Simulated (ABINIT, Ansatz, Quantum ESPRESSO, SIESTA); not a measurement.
**Code comparison for TiB2 (P6/mmm, 3 atoms in the cell)**

Relaxation of cell and atoms.

```yaml
crystal:
  lattice:
    - [3.02593, 0.00000, 0.00000]
    - [-1.51296, 2.62053, 0.00000]
    - [0.00000, 0.00000, 3.22877]
  atoms:
    - { symbol: Ti, position: [0.00000, 0.00000, 0.00000] }
    - { symbol: B, position: [0.33333, 0.66667, 0.50000] }
    - { symbol: B, position: [0.66667, 0.33333, 0.50000] }
```

Shared settings, as Ansatz (an electronic-structure program) writes them: kpoints.mp_grid.grid = 8 8 7; scf.occupations.method = gaussian; scf.occupations.width = 0.136 eV. Potentials and cutoffs stand in the table.

| code | model | final volume (Å³/atom) | cutoff |
|---|---|---|---|
| Ansatz | PBE, default PAW files | 8.55 | 420 eV |
| ABINIT | PBE, PAW (JTH v2.0 PBE PAW) | 8.57 | 30 Ha |
| SIESTA | GGA PBE, numerical atomic orbitals DZP, PseudoDojo PBE standard norm-conserving potentials (rewritten from UPF to PSML) | 8.53 | grid 350 Ry |
| Quantum ESPRESSO | PBE, PSlibrary ultrasoft (PBE) pseudopotentials | 8.58 | 60 Ry |

On Ansatz's run: spin polarisation is off.

The spread over the programs that give each value: final volume within 0.05 Å³/atom.

SIESTA uses small atom-centred bases, whose incompleteness enters pressures, forces and empty levels differently from a plane-wave cutoff. The programs treat the finite-basis stress differently while the cell relaxes: Ansatz adds an estimate of it, ABINIT smooths its cutoff (ecutsm).

The starting cell comes from a database of computed structures (which also holds hypothetical and non-ambient phases and stackings), without a prior relaxation at this level.

Left out of this page: GPAW (not drawn, or without a comparable value).

Keys are those of Ansatz 0.2.
